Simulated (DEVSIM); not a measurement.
Structure: abrupt In0.53Ga0.47As p-n junction, at 400 K.

Layer 1 from the left is In0.53Ga0.47As, thickness (μm) 0.830, Na (cm⁻³) 4e16, τn (s) 5.3e-9, τp (s) 5.3e-9. Layer 2 from the left is In0.53Ga0.47As, thickness (μm) 21.0, Nd (cm⁻³) 5.9e14, τn (s) 5.3e-9, τp (s) 5.3e-9.

Left contact: ohmic. Right contact: ohmic. Voltage is applied to the left contact. Recombination: SRH at mid-gap, Auger. Mobility is constant in doping.

This is a model device: material constants are rounded textbook-type values typed into the input, and sizes, dopings and lifetimes were drawn at random. Values at 300 K; Nc and Nv go as T^1.5, mobilities as T to minus their exponent, the gap by Varshni's rule with the affinity fixed.

In0.53Ga0.47As: gap (eV) 0.74, affinity (eV) 4.51, permittivity 13.9, Nc (cm⁻³) 2.1e17, Nv (cm⁻³) 7.7e18, μn (cm²/Vs) 12000, μp (cm²/Vs) 300, T exponent of μn 1.6, T exponent of μp 1.6, Cn (cm⁶/s) 5e-29, Cp (cm⁶/s) 5e-29, Varshni α (eV/K) 0.00035, Varshni β (K) 190.

Model (solved in DEVSIM): 1D drift-diffusion, Boltzmann statistics, complete ionisation; no tunnelling, impact ionisation, image-force lowering or self-heating.

**Question.** What does the simulation give for the potential step across the device at zero bias, the dark forward voltage at 1 A/cm², the largest field in the device at zero bias?

**Answer.** potential step across the device at zero bias 0.296 V; dark forward voltage at 1 A/cm² 0.087 V; largest field in the device at zero bias 12000 V/cm.
